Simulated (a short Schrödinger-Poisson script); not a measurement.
**MOS inversion layer, Si3N4 on p-type Si(100)**

Stack: MOS inversion layer, Si3N4 on p-type Si(100), at 300 K.

```tsv
layer	material	thickness (nm)	Na (cm⁻³)
1	Si3N4	4.3	-
2	Si	390	6e17
```

The device is made up for the run: typed textbook-type constants, with dimensions and the other settings drawn at random. Si3N4: permittivity 7.5, conduction-band edge (eV) 1.95, gap (eV) 5.1, electron mass (mₑ) 0.5. Si: permittivity 11.7, conduction-band edge (eV) 0, gap (eV) 1.124, Nv at 300 K (cm⁻³) 3.1e19.

Channel valleys (confinement mass, in-plane density-of-states mass, number): Δ2 0.916, 0.19, 2; Δ4 0.19, 0.417, 4. At the gate the conduction-band edge of layer 1 lies 2.1 eV − eVg above the Fermi level of the channel; the field vanishes at the back. Gaps are held at their typed values at every temperature. Mesh 0.03 nm at interfaces.

From a short Schrödinger-Poisson script (our own, NumPy): 1D Poisson equation in equilibrium, electrons quantum, Hartree (BenDaniel-Duke, 12 states a valley, the channel's in-plane mass for all, wave functions ending at the dielectric), parabolic valleys, classical holes, full ionisation, no traps, pinning or gate leakage.

| Vg (V) | electrons (cm⁻²) | C (μF/cm²) | Δ2 E0 (meV) | Δ2 E1 (meV) | Δ4 E0 (meV) | Δ4 E1 (meV) |
|---|---|---|---|---|---|---|
| 0.2 | 6.30e7 | 0.216 | 297.3 | 363.1 | 358.0 | 465.4 |
| 0.4 | 3.30e10 | 0.326 | 133.8 | 204.6 | 199.1 | 315.0 |
| 0.6 | 8.41e11 | 1.04 | 47.0 | 123.7 | 118.3 | 239.6 |
| 0.8 | 2.23e12 | 1.19 | 17.5 | 100.5 | 95.5 | 219.9 |
| 1 | 3.74e12 | 1.24 | -0.7 | 88.4 | 83.8 | 210.6 |
| 1.2 | 5.31e12 | 1.27 | -14.7 | 80.2 | 75.8 | 204.8 |
| 1.4 | 6.91e12 | 1.29 | -26.6 | 73.8 | 69.7 | 200.6 |
| 1.6 | 8.53e12 | 1.31 | -37.3 | 68.5 | 64.7 | 197.3 |
| 1.8 | 1.02e13 | 1.32 | -47.3 | 63.9 | 60.2 | 194.6 |
| 2 | 1.18e13 | 1.32 | -56.7 | 59.8 | 56.2 | - |

Gate voltages with under 1e6 electrons/cm² are left out.

Subbands count from the Fermi level; a dash marks a level above the dielectric's band edge.
